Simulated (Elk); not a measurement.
Band structure of HfBe₂ (P6/mmm, 3 atoms in the cell).

```xyz
3
Lattice="3.7795 0.0000 0.0000 -1.8898 3.2731 0.0000 0.0000 0.0000 3.1700" Properties=species:S:1:pos:R:3 pbc="T T T"
Hf     0.0000     0.0000     0.0000
Be     0.0000     2.1821     1.5850
Be     1.8898     1.0910     1.5850
```

Computed with LDA (PW92), all-electron FP-LAPW, Elk's shipped species files, APW+lo basis with extra local orbitals run with Elk.

Settings: xctype = 3; rgkmax = 7.5; stype = 0; swidth = 0.00183747 Ha; ngridk = 10 10 10; gmaxvr = 14 1/bohr; nxlo = 2; lorbcnd = true; lmaxi = 2.

The starting cell comes from a database of computed structures (which also holds hypothetical and non-ambient phases and stackings), without a prior relaxation at this level. Spin-orbit coupling is off. Values depend on the basis (sphere radii, cutoffs, local orbitals), which need not be converged.

Levels in eV from the Fermi level, bands 12 to 19:
| point | 12 | 13 | 14 | 15 | 16 | 17 | 18 | 19 |
|---|---|---|---|---|---|---|---|---|
| Γ | -7.92 | -1.03 | -1.03 | -0.42 | 3.84 | 4.50 | 4.50 | 5.74 |
| M | -5.36 | -3.95 | -0.92 | 0.19 | 1.47 | 3.58 | 3.74 | 4.08 |
| K | -4.14 | -3.62 | -3.62 | 2.07 | 2.29 | 2.29 | 3.18 | 3.18 |
| A | -4.76 | -3.82 | 0.41 | 0.41 | 1.75 | 1.75 | 2.83 | 2.83 |
| L | -4.12 | -1.94 | -1.75 | -1.52 | -0.59 | 4.40 | 4.73 | 6.96 |
| H | -3.48 | -3.48 | -0.93 | -0.93 | -0.60 | 3.18 | 6.29 | 6.29 |

Bands cross the Fermi level along this path, so the cell is metallic at this level.
